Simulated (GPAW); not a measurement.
Input and output of a self-consistent single point for LiCr₂O₃ (P1, 12 atoms in the cell) (GPAW)

Method: PBEsol+U, GPAW PAW datasets PBEsol (made by gpaw-setup) (plane waves; GPAW).

The input file:

```python
from ase import Atoms
from ase.units import GPa
from gpaw import GPAW

atoms = Atoms(['Li', 'Li', 'Cr', 'Cr', 'Cr', 'Cr', 'O', 'O', 'O', 'O', 'O', 'O'],
              cell=[[5.160940, 0.000000, 0.000000],
                    [-2.579482, 4.579338, 0.000000],
                    [-1.206975, -1.571983, 5.000486]],
              positions=[[-2.198826, 3.804086, 1.205317],
                         [3.591838, -0.797854, 3.784468],
                         [-1.565582, 2.287814, 3.732113],
                         [0.342336, 2.289856, 1.238320],
                         [2.960772, 0.673260, 1.256522],
                         [1.033960, 0.717465, 3.762566],
                         [-2.453563, 0.849348, 4.894276],
                         [1.798891, -0.768672, 2.685211],
                         [1.947445, 2.113365, 2.554448],
                         [0.061816, 2.159218, 4.980084],
                         [0.225642, -0.817187, 4.869873],
                         [-0.598985, 0.885758, 2.540397]],
              pbc=True)

atoms.set_initial_magnetic_moments([0.0, 0.0, 3.0, 3.0, 3.0, 3.0, 0.0, 0.0, 0.0, 0.0, 0.0, 0.0])

calc = GPAW(spinpol=True,
            mode={'name': 'pw', 'ecut': 900},
            xc='PBEsol',
            setups={'Cr': ':d,3.7'},
            kpts=(3, 3, 3),
            occupations={'name': 'fermi-dirac', 'width': 0.05},
            nbands=-6,
            convergence={'bands': -4},
            symmetry={'symmorphic': False, 'tolerance': 0.0005},
            maxiter=150)

atoms.calc = calc

energy = atoms.get_potential_energy()
print('Energy (eV):', round(energy, 6))
forces = atoms.get_forces()
print('Forces (eV/Ang):')
print(forces.round(5))
stress = atoms.get_stress()
print('Stress (GPa, Voigt):', (stress / GPa).round(4))
```

Output (repeated stretches shortened):

```
Input parameters:
  convergence: {bands: -4}
  kpts: [3 3 3]
  maxiter: 150
  mode: {ecut: 900,
         name: pw}
  nbands: -6
  occupations: {name: fermi-dirac,
                width: 0.05}
  setups: {Cr: :d,3.7}
  spinpol: True
  symmetry: {symmorphic: False,
             tolerance: 0.0005}
  xc: PBEsol

species:
  Li:
    name: Lithium
    Z: 3.0
    valence: 1
    core: 2
    charge: 0.0
    file: Li.PBEsol.gz

    # Using partial waves for Li as LCAO basis

  Cr:
    name: Chromium
    Z: 24.0
    valence: 6
    core: 18
    charge: 0.0
    Hubbard: {U: 3.7,  # eV
              l: 2,
              scale: True}
    file: Cr.PBEsol.gz

    # Using partial waves for Cr as LCAO basis

  O:
    name: Oxygen
    Z: 8.0
    valence: 6
    core: 2
    charge: 0.0
    file: O.PBEsol.gz

    # Using partial waves for O as LCAO basis

Reference energy: -126818.369809  # eV

Spin-polarized calculation.
Initial magnetic moment: 12.000000

Convergence criteria:
 Maximum [total energy] change in last 3 cyles: 0.0005 eV / valence electron
 Maximum integral of absolute [dens]ity change: 0.0001 electrons / valence electron
 Maximum integral of absolute [eigenst]ate change: 4e-08 eV^2 / valence electron
 Maximum number of scf [iter]ations: 150

Symmetries present (total): 1
Symmetries with fractional translations: 0
27 k-points: 3 x 3 x 3 Monkhorst-Pack grid
14 k-points in the irreducible part of the Brillouin zone
       k-points in crystal coordinates                weights
   0:     0.00000000    0.00000000    0.00000000          1/27
   1:     0.00000000    0.00000000    0.33333333          2/27
   2:     0.00000000    0.33333333   -0.33333333          2/27
   3:     0.00000000    0.33333333    0.00000000          2/27
   4:     0.00000000    0.33333333    0.33333333          2/27
   5:     0.33333333   -0.33333333   -0.33333333          2/27
   6:     0.33333333   -0.33333333    0.00000000          2/27
   [... lines left out ...]
   1 Li     3.591838   -0.797854    3.784468    ( 0.0000,  0.0000,  0.0000)
   2 Cr    -1.565582    2.287814    3.732113    ( 0.0000,  0.0000,  3.0000)
   3 Cr     0.342336    2.289856    1.238320    ( 0.0000,  0.0000,  3.0000)
   4 Cr     2.960772    0.673260    1.256522    ( 0.0000,  0.0000,  3.0000)
   5 Cr     1.033960    0.717465    3.762566    ( 0.0000,  0.0000,  3.0000)
   6 O     -2.453563    0.849348    4.894276    ( 0.0000,  0.0000,  0.0000)
   7 O      1.798891   -0.768672    2.685211    ( 0.0000,  0.0000,  0.0000)
   8 O      1.947445    2.113365    2.554448    ( 0.0000,  0.0000,  0.0000)
   9 O      0.061816    2.159218    4.980084    ( 0.0000,  0.0000,  0.0000)
  10 O      0.225642   -0.817187    4.869873    ( 0.0000,  0.0000,  0.0000)
  11 O     -0.598985    0.885758    2.540397    ( 0.0000,  0.0000,  0.0000)

Unit cell:
           periodic     x           y           z      points  spacing
  1. axis:    yes    5.160940    0.000000    0.000000    36     0.1174
  2. axis:    yes   -2.579482    4.579338    0.000000    40     0.1092
  3. axis:    yes   -1.206975   -1.571983    5.000486    40     0.1250

  Lengths:   5.160940   5.255860   5.378920
  Angles:   98.308600 102.967001 119.392000

Effective grid spacing dv^(1/3) = 0.1271
     iter     time        total  log10-change:  magmom
                         energy   eigst   dens
iter:   1 --:--:--   -90.145428   +0.44           +11.9643
iter:   2 --:--:--   -95.896614   -0.29  -0.96    +13.3893
iter:   3 --:--:--   -94.851281   +0.06  -0.99    +14.0472
iter:   4 --:--:--   -94.913316   -0.57  -1.27    +14.0124
iter:   5 --:--:--   -96.303145   -0.41  -1.27    +14.0006
iter:   6 --:--:--   -95.634320   -0.37  -1.40    +14.0036
iter:   7 --:--:--   -95.716150   -1.10  -1.65    +14.0011
iter:   8 --:--:--   -95.574745   -1.20  -1.60    +13.9998
iter:   9 --:--:--   -95.352894   -1.25  -1.68    +14.0000
iter:  10 --:--:--   -95.351259   -1.73  -2.26    +14.0000
iter:  11 --:--:--   -95.330060c  -1.92  -2.24    +14.0001
iter:  12 --:--:--   -95.333367c  -2.21  -2.62    +14.0000
iter:  13 --:--:--   -95.336127c  -2.36  -2.73    +14.0000
iter:  14 --:--:--   -95.337059c  -2.52  -2.89    +14.0000
iter:  15 --:--:--   -95.338241c  -2.82  -2.97    +14.0000
iter:  16 --:--:--   -95.338324c  -2.51  -3.03    +14.0000
   [... 3 lines left out ...]
iter:  20 --:--:--   -95.338255c  -3.12  -3.45    +14.0000
iter:  21 --:--:--   -95.338246c  -3.23  -3.63    +14.0000
iter:  22 --:--:--   -95.338265c  -3.41  -3.69    +14.0000
iter:  23 --:--:--   -95.338276c  -3.40  -3.77    +14.0000
iter:  24 --:--:--   -95.338281c  -3.77  -3.93    +14.0000
iter:  25 --:--:--   -95.338290c  -3.72  -4.07c   +14.0000
iter:  26 --:--:--   -95.338300c  -3.91  -4.10c   +14.0000
iter:  27 --:--:--   -95.338316c  -4.03  -4.21c   +14.0000
iter:  28 --:--:--   -95.338312c  -4.09  -4.29c   +14.0000
iter:  29 --:--:--   -95.338317c  -4.16  -4.34c   +14.0000
iter:  30 --:--:--   -95.338318c  -4.28  -4.33c   +14.0000
   [... 29 lines left out ...]
iter:  60 --:--:--   -95.338351c  -6.70  -5.01c   +14.0000
iter:  61 --:--:--   -95.338351c  -7.19  -5.33c   +14.0000
iter:  62 --:--:--   -95.338352c  -6.81  -5.37c   +14.0000
iter:  63 --:--:--   -95.338351c  -6.72  -5.33c   +14.0000
iter:  64 --:--:--   -95.338352c  -7.24  -5.20c   +14.0000
iter:  65 --:--:--   -95.338352c  -7.46c -5.23c   +14.0000
Converged after 65 iterations.

Dipole moment: (-3.271114, -6.815810, 10.327213) |e|*Ang

Total magnetic moment: (0.000000, 0.000000, 14.000000)
Local magnetic moments:
   0 Li ( 0.000000,  0.000000, -0.002546)
   1 Li ( 0.000000,  0.000000, -0.001259)
   2 Cr ( 0.000000,  0.000000,  2.960062)
   3 Cr ( 0.000000,  0.000000,  3.522653)
   4 Cr ( 0.000000,  0.000000,  3.536968)
   5 Cr ( 0.000000,  0.000000,  2.933920)
   6 O  ( 0.000000,  0.000000,  0.006177)
   7 O  ( 0.000000,  0.000000,  0.008088)
   8 O  ( 0.000000,  0.000000, -0.017116)
   9 O  ( 0.000000,  0.000000, -0.013164)
  10 O  ( 0.000000,  0.000000, -0.008904)
  11 O  ( 0.000000,  0.000000, -0.014689)

Energy contributions relative to reference atoms: (reference = -126818.369809)

Kinetic:        +60.230158
Potential:      -73.633987
External:        +0.000000
XC:             -83.812228
Entropy (-ST):   -0.000000
Local:           +1.877704
SIC:             +0.000000
--------------------------
Free energy:    -95.338352
Extrapolated:   -95.338352

Spin contamination: 0.201265 electrons
Showing only first 2 kpts
                      Up                     Down
 Kpt  Band  Eigenvalues  Occupancy  Eigenvalues  Occupancy
  0    29      4.49922    1.00000     10.66097    0.00000
  0    30      4.53087    1.00000     10.79950    0.00000
  0    31      4.71907    1.00000     10.98883    0.00000
  0    32      4.76168    1.00000     11.03443    0.00000

  1    29      4.39720    1.00000     10.72181    0.00000
  1    30      4.63240    1.00000     10.95462    0.00000
  1    31      4.69052    1.00000     11.07855    0.00000
  1    32      4.85313    1.00000     11.30331    0.00000

Fermi level: 7.41476

Gap: 1.928 eV
Transition (v -> c):
  (s=0, k=3, n=37, [0.00, 0.33, 0.00]) -> (s=0, k=11, n=38, [0.33, 0.33, -0.33])
Direct/indirect transitions are different
Direct gap: 2.085 eV
Transition at: (s=0, k=11, n=37, [0.33, 0.33, -0.33])
Energy (eV): -95.338352

Forces in eV/Ang:
  0 Li    0.04673   -0.02675   -0.04329
  1 Li   -0.01403   -0.00048    0.02573
  2 Cr   -0.08729   -0.02747    0.04836
  3 Cr   -0.04895   -0.02913    0.12681
  4 Cr   -0.09900    0.19177    0.07645
  5 Cr    0.04394   -0.07750   -0.02402
  6 O    -0.04306   -0.02837   -0.03627
  7 O     0.14457   -0.02288   -0.18754
  8 O     0.05679   -0.21911    0.03079
  9 O    -0.19469   -0.07829    0.03129
 10 O     0.18576    0.08778   -0.05331
 11 O     0.00914    0.23044    0.00528

Stress tensor:
     0.020497    -0.002572    -0.004992
    -0.002572     0.019170    -0.001688
    -0.004992    -0.001688     0.026554
Stress (GPa, Voigt): [ 3.284   3.0714  4.2543 -0.2705 -0.7998 -0.4121]
```

The run converged in 65 iterations. GPAW prints stress with tension positive.

At such cutoffs GPAW's stress carries a finite-basis (Pulay) error, which enters relaxed cells too; its log prints stress with tension positive.

The starting cell comes from a database of computed structures (which also holds hypothetical and non-ambient phases and stackings), without a prior relaxation at this level. The magnetic order is the one reached from the typed start; others were not searched systematically. With U or open f shells several self-consistent states can exist.

Cost on one core of a shared machine: roughly 20 min.
